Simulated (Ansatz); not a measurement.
Carrier properties of Ca2Si (Fm-3m)

Given:

```
CELL_PARAMETERS angstrom
      0.00000     3.54599     3.54599
      3.54599     0.00000     3.54599
      3.54599     3.54599     0.00000
ATOMIC_POSITIONS crystal
  Ca 0.75000 0.75000 0.75000
  Ca 0.25000 0.25000 0.25000
  Si 0.00000 0.00000 0.00000
```

All values below come from PBEsol, rigid bands (plane waves, PAW, scalar-relativistic; Ansatz, a program for electronic structure). Cell: cell and atoms relaxed with PBEsol.

- band gap: 0.47 eV
- electron conductivity mass (300 K, dilute): 0.45 mₑ
- hole conductivity mass (300 K, dilute): 1.37 mₑ
- effective density of states N_c (300 K): 2.1e19 cm⁻³
- effective density of states N_v (300 K): 1.3e21 cm⁻³
- density-of-states mass, electrons: 0.89 mₑ
- density-of-states mass, holes: 13.6 mₑ
- Seebeck coefficient, n-type 1e19 cm⁻³, 300 K: -279 μV/K
- best n-type power factor at 300 K for τ = 10 fs (best axis; densities from 1e16 to 1e21 cm⁻³ tried, whether or not they can be reached): 7.4 μW/(cm·K²) at 1e20 cm⁻³
- Seebeck coefficient, p-type 1e19 cm⁻³, 300 K: 587 μV/K

Rigid bands; masses and Seebeck coefficients take one relaxation time τ for all states and one kind of carrier; polarons and phonon drag are left out. Spin-orbit coupling is left out; where it splits the top of the valence band, N_v and the p-type Seebeck coefficient come out somewhat high without it.

Computed structure with no diffraction record at hand here (it may be known, metastable or hypothetical): Ca2Si (Fm-3m).
